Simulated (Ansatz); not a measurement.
Results of LDA (PAW; Ansatz, an electronic-structure program) for LaZnNO (model structure, started from the LaZnOP type, P4/nmm, No. 129, 8 atoms in the cell).

Settings: plane-wave cutoff 520 eV, 8×8×4 k mesh (along the axes of the cell as run), Fermi–Dirac smearing 0.01 eV, scalar-relativistic PAW data made under PBE.

Cell (relaxed at this level):

```
LaZnNO
1.0
    3.71628     0.00000     0.00000
    0.00000     3.71628     0.00000
    0.00000     0.00000     7.98704
La Zn N O
2 2 2 2
Direct
  0.00000   0.50000   0.83342
  0.50000   0.00000   0.16658
  0.00000   0.00000   0.50000
  0.50000   0.50000   0.50000
  0.50000   0.00000   0.62758
  0.00000   0.50000   0.37242
  0.50000   0.50000   0.00000
  0.00000   0.00000   0.00000
```

### Question
Give the computed band gap and bulk modulus B0.

### Answer

- band gap = 1.84 eV (on the SCF k mesh)
- bulk modulus B0 = 110 GPa

Note: the bulk modulus is −V dP/dV from two relaxed cells at ±2 % in volume; the relaxation could raise the start's symmetry but not lower it, so the cell can be a saddle point.

Spin–orbit coupling is not included.

Static lattice: no zero-point or thermal effects.

A model structure was made by putting elements into a prototype or built by hand; it is no filed structure, need not be a known phase, and can be a saddle point held by its symmetry.
